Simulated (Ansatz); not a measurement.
**Re: Li interstitial (started 1.64 Å from the nearest host atom), symmetric start**

The parent structure is a 16-atom supercell of Re in the hcp (Mg type) structure (space group P6_3/mmc, No. 194; a = 2.751 Å, c = 4.441 Å) at its relaxed geometry.

Perturbation: a neutral Li interstitial (started 1.64 Å from the nearest host atom), symmetric start, atoms relaxed at fixed cell.

The values are results of PBEsol/PAW in Ansatz (a first-principles code), scalar-relativistic without spin-orbit coupling, not measurements. Γ-centred 7×7×7 mesh, Fermi–Dirac width 0.05 eV.

The pressure increases by 15.7 GPa, from 0.1 GPa to 15.8 GPa and the largest displacement of a host atom from its site in the perfect cell amounts to 0.34 Å. The final site of the added atom is 6 Re at 2.04–2.21 Å.

Final structure:

```xyz
17
Lattice="5.5017 0.0000 -4.4414 -2.7508 4.7646 0.0000 5.5017 0.0000 4.4414" Properties=species:S:1:pos:R:3 pbc="T T T"
Re     5.5132     1.5873    -1.0794
Re     4.0958     3.9488    -1.1572
Re     8.3222     1.5688    -1.0741
Re     6.7980     3.8908    -1.2854
Re     5.5190     1.7591     3.0420
Re     4.1514     3.9849     3.3052
Re     2.6919     1.5859    -1.0696
Re     1.4123     3.9770    -1.0568
Re     1.4840     0.8228     1.2854
Re    -0.0180     3.1063     1.0741
Re     4.1212     0.7836     1.0794
Re     2.7848     3.1919     1.1572
Re     6.8530     0.7654     1.0568
Re     5.5331     3.2262     1.0696
Re     3.9696     0.8645    -3.0420
Re     2.7257     3.1618    -3.3052
Li    -0.1666     0.2885     0.0000
```

Cost of the whole job for the changed cell (relaxation, final SCF and bands): very roughly 40 core-minutes.

The cell is small, so the values are those of an ordered compound at a high defect concentration; dilute-limit values will differ. The defect started on the symmetric site and kept its symmetry, so it may sit on a saddle. All final runs are without spin polarisation. The defect cell is not spin-polarised.
